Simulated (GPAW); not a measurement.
Worked example: self-consistent single point of LaMg6Mo (Amm2, 8 atoms in the cell) in GPAW.

Method: LDA (Perdew-Wang 92), GPAW PAW datasets LDA (gpaw-data 1.0.1) (plane waves; GPAW 25.7.0).

The change in words: lattice scaled by 0.98. Reference geometry:
```
LaMg6Mo
1.0
    4.98914     0.00000     0.00000
    0.00000     3.24505     5.78493
    0.00000    -3.24505     5.78493
La Mg Mo
1 6 1
Direct
  0.00000   0.80096   0.80096
  0.00000   0.33147   0.81347
  0.00000   0.81347   0.33147
  0.00000   0.33523   0.33523
  0.50000   0.18991   0.66607
  0.50000   0.66607   0.18991
  0.50000   0.17152   0.17152
  0.50000   0.69135   0.69135
```

Reference input (self-consistent single point, DFT LDA (Perdew-Wang 92), plane waves, GPAW PAW datasets LDA (gpaw-data 1.0.1)): mode = pw; ecut = 850 eV; xc = LDA; kpts = 4 3 3; mesh shift (steps) = 0 0 0; occupations.name = methfessel-paxton; occupations.width = 0.05 eV; occupations.order = 0; nbands = -12; convergence.forces = 0.001 eV/Å; symmetry.symmorphic = false; symmetry.tolerance = 0.0005. This run's input differs from it in these lines:

```diff
@@ -5,5 +5,5 @@
 atoms = Atoms(['La', 'Mg', 'Mg', 'Mg', 'Mg', 'Mg', 'Mg', 'Mo'],
-              cell=[[4.989139, 0.000000, 0.000000],
-                    [0.000000, 3.245055, 5.784934],
-                    [0.000000, -3.245055, 5.784934]],
+              cell=[[4.889356, 0.000000, 0.000000],
+                    [0.000000, 3.180154, 5.669235],
+                    [0.000000, -3.180154, 5.669235]],
               scaled_positions=[[0.000000, 0.800960, 0.800960],
```

Output, abridged:

```
     iter     time        total  log10-change:
                         energy   eigst   dens  force
iter:   1 --:--:--   -28.859359
iter:   2 --:--:--   -28.501125   -0.44  -1.33
iter:   3 --:--:--   -27.785254   -0.86  -1.37
iter:   4 --:--:--   -27.516838   -1.13  -1.51
iter:   5 --:--:--   -27.530382   -1.64  -1.71
iter:   6 --:--:--   -27.606273   -1.42  -1.76
iter:   7 --:--:--   -27.460194   -2.21  -1.87
iter:   8 --:--:--   -27.453485   -2.53  -2.25
iter:   9 --:--:--   -27.442011c  -2.78  -2.23
iter:  10 --:--:--   -27.436570c  -3.02  -2.47
iter:  11 --:--:--   -27.436225c  -3.67  -2.69
iter:  12 --:--:--   -27.434994c  -4.54  -2.76
   [... lines left out ...]
   [... 3 lines left out ...]
iter:  17 --:--:--   -27.434289c  -5.36  -3.63
iter:  18 --:--:--   -27.434286c  -5.89  -3.89
iter:  19 --:--:--   -27.434290c  -6.23  -3.94
iter:  20 --:--:--   -27.434289c  -6.72  -3.99
iter:  21 --:--:--   -27.434297c  -6.24  -4.17c
iter:  22 --:--:--   -27.434294c  -7.27  -4.33c
iter:  23 --:--:--   -27.434292c  -7.06  -4.40c
iter:  24 --:--:--   -27.434297c  -6.94  -4.43c
iter:  25 --:--:--   -27.434293c  -7.36  -4.42c
iter:  26 --:--:--   -27.434293c  -7.76c -4.64c
iter:  27 --:--:--   -27.434291c  -7.61c -4.87c -1.94
iter:  28 --:--:--   -27.434291c  -8.15c -5.15c -3.15c
Converged after 28 iterations.

Dipole moment: (0.000000, 0.000000, 3.159525) |e|*Ang

Energy contributions relative to reference atoms: (reference = -373521.816049)

Kinetic:        -10.329538
Potential:      +21.215061
External:        +0.000000
XC:             -37.032245
Entropy (-ST):   -0.009164
Local:           -1.282987
SIC:             +0.000000
--------------------------
Free energy:    -27.438873
Extrapolated:   -27.434291

Showing only first 2 kpts
 Kpt  Band  Eigenvalues  Occupancy
  0    40      5.07309    2.00000
  0    41      5.37427    2.00000
  0    42      5.93884    0.00000
  0    43      6.12783    0.00000

  1    40      5.01195    2.00000
  1    41      5.97170    0.00000
  1    42      6.13829    0.00000
  1    43      6.28569    0.00000

Fermi level: 5.74786

No gap
   [... lines left out ...]
  2 Mg    0.00000   -0.01031   -0.01749
  3 Mg    0.00000    0.00000   -0.00849
  4 Mg    0.00000   -0.13582    0.04740
  5 Mg    0.00000    0.13582    0.04740
  6 Mg    0.00000    0.00000    0.04351
  7 Mo    0.00000    0.00000   -0.04494

Stress tensor:
     0.014205     0.000000     0.000000
     0.000000     0.008438     0.000000
     0.000000     0.000000     0.004746
Stress (GPa, Voigt): [2.2758 1.352  0.7604 0.     0.     0.    ]
```

The run converged in 28 iterations. GPAW prints stress with tension positive. Against the reference run the free energy falls by 23.9 meV/atom, the pressure goes from -3.95 to -1.46 GPa and the largest force goes from 0.175 to 0.144 eV/Å.

The starting cell comes from a database of computed structures (which also holds hypothetical and non-ambient phases and stackings), without a prior relaxation at this level. Its lattice was rescaled by a random factor within 2.5 % of one. For this run, on top of that: lattice scaled by 0.98. Spin polarisation is off.

Cost on one core of a shared machine: roughly 4 min.
